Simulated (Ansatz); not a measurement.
Start from W in the bcc (W type) structure (space group Im-3m, No. 229; a = 3.154 Å; relaxed with 0.1 eV smearing). Axes: x, y, z lie along the cube axes.

Calculations: PBEsol (Ansatz, a quantum-chemistry and plane-wave program, PAW, without spin-orbit coupling).

For the base:

```
Quantity           Result
---------------  --------
Pressure          0.0 GPa
Volume per atom  15.69 Å³
```

Perturbation: biaxial strain −1.32 %, plane normal [001], relaxed out of plane (Cartesian); in-plane vectors clamped, the third vector and the atoms free.

What does the calculation give for the pressure after the change?

The pressure (mean of the normal stresses, compression positive) goes from zero to 5.4 GPa.

Estimate the effect on the energy relative to the base.

The energy grows by 10 meV/atom.

Estimate the effect on the volume per atom.

The volume per atom shrinks by 0.25 Å³, from 15.69 Å³ to 15.44 Å³.

Whether these cells are dynamically stable was not tested. The final runs are not spin-polarised.
